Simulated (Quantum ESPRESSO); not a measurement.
Worked example: self-consistent single point of a (001) slab of Mo2Rh (cut from a parent of space group no. 69; 6 atoms in the cell) in Quantum ESPRESSO.

Method: PBEsol, GBRV 1.5 ultrasoft (PBESOL) pseudopotentials (plane waves; Quantum ESPRESSO 7.5).

```
Mo2Rh
1.0
    2.71443     0.00000     0.00000
   -2.85316     2.71089     0.00000
    0.00000     0.00000    24.13751
Mo Rh
4 2
Cartesian
  0.00000   0.00000   7.00000
 -1.42658   1.35544  17.13751
 -1.42658   1.35544  13.19016
 -2.85316   2.71089  10.94735
  0.00000   0.00000  15.16386
 -1.42658   1.35544   8.97365
```

Reference input (self-consistent single point, DFT, PBEsol, plane waves, GBRV 1.5 ultrasoft (PBESOL) pseudopotentials): ecutwfc = 40 Ry; ecutrho = 320 Ry; occupations = smearing; smearing = gauss; degauss = 0.0073499 Ry; mixing_mode = local-TF; potentials = {Mo: mo_pbesol_v1.uspp.F.UPF, Rh: rh_pbesol_v1.4.uspp.F.UPF}; K_POINTS = automatic 8 8 1 0 0 0; conv_thr = 1e-10 Ry; mixing_beta = 0.2. This run's input differs from it in these lines:

```diff
@@ -13,4 +13,4 @@
   ntyp = 2
-  ecutwfc = 40
-  ecutrho = 320
+  ecutwfc = 24
+  ecutrho = 192
   occupations = 'smearing'
```

Output, abridged:

```
     Self-consistent Calculation

     iteration #  1     ecut=    24.00 Ry     beta= 0.20

     negative rho (up, down):  1.063E-01 0.000E+00

     total energy              =    -898.81896591 Ry
     estimated scf accuracy    <       5.08705596 Ry

     iteration #  2     ecut=    24.00 Ry     beta= 0.20

     negative rho (up, down):  1.103E-01 0.000E+00

     total energy              =    -898.19636701 Ry
     estimated scf accuracy    <       3.50776509 Ry

     iteration #  3     ecut=    24.00 Ry     beta= 0.20

     negative rho (up, down):  1.123E-01 0.000E+00

     total energy              =    -898.40926649 Ry
     estimated scf accuracy    <       0.83957791 Ry

   [... 29 blocks of this kind left out ...]

     iteration # 33     ecut=    24.00 Ry     beta= 0.20

     negative rho (up, down):  1.205E-01 0.000E+00

     total energy              =    -898.35558727 Ry
     estimated scf accuracy    <          1.4E-10 Ry

     iteration # 34     ecut=    24.00 Ry     beta= 0.20

     negative rho (up, down):  1.205E-01 0.000E+00
     End of self-consistent calculation

     the Fermi energy is     8.4282 ev

!    total energy              =    -898.35558727 Ry
     estimated scf accuracy    <          3.9E-11 Ry
     smearing contrib. (-TS)   =      -0.00295813 Ry
     internal energy E=F+TS    =    -898.35262914 Ry

     convergence has been achieved in  34 iterations

     negative rho (up, down):  1.205E-01 0.000E+00

     Forces acting on atoms (cartesian axes, Ry/au):

     atom    1 type  1   force =     0.00000000    0.00000000    0.02194809
     atom    2 type  1   force =     0.00000000    0.00000000   -0.02194809
     atom    3 type  1   force =     0.00000000    0.00000000    0.01643270
     atom    4 type  1   force =     0.00000000    0.00000000   -0.01643270
     atom    5 type  2   force =     0.00000000    0.00000000   -0.00351834
   [... lines left out ...]
     Total force =     0.039093     Total SCF correction =     0.000035
   [... lines left out ...]

     negative rho (up, down):  1.205E-01 0.000E+00
          total   stress  (Ry/bohr**3)                   (kbar)     P=     -700.07
  -0.00485869   0.00001191   0.00000000         -714.74        1.75        0.00
   0.00001191  -0.00485750   0.00000000            1.75     -714.56        0.00
   0.00000000   0.00000000  -0.00456075            0.00        0.00     -670.91

   JOB DONE.
```

The run converged in 34 iterations. Against the reference run the free energy goes up by 2.47 eV/atom and the largest force goes from 0.464 to 0.564 eV/Å. The full log also holds: “c_bands:  1 eigenvalues not converged”.

The starting cell comes from a database of computed structures (which also holds hypothetical and non-ambient phases and stackings), without a prior relaxation at this level. The slab is cut from that crystal, and its faces are unrelaxed. Its lattice was rescaled by up to half a per cent. Spin polarisation is off.

Cost on one core of a shared machine: roughly 5 min.
